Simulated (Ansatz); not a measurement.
Base system: Pd in the fcc (Cu type) structure (space group Fm-3m, No. 225; a = 3.876 Å).

Level of theory: DFT with PBEsol, PAW potentials and a 420 eV plane-wave cutoff in Ansatz (an electronic-structure program), spin-orbit coupling left out, earlier PAW set.

Base values:

```
Quantity                  Value
-------------------  ----------
Lattice parameter a  7.324 bohr
```

Perturbation: every Pd is replaced by Pb, then cell and atoms are relaxed.

Tabulated Pauling electronegativity and covalent radius: Pd 2.20, 1.39 Å; Pb 2.33, 1.46 Å.

Estimate the effect on the lattice parameter a.

The lattice parameter a goes up by 1.995 bohr (7.324 bohr → 9.319 bohr).

Stability against distortions was not tested. The final runs are not spin-polarised.
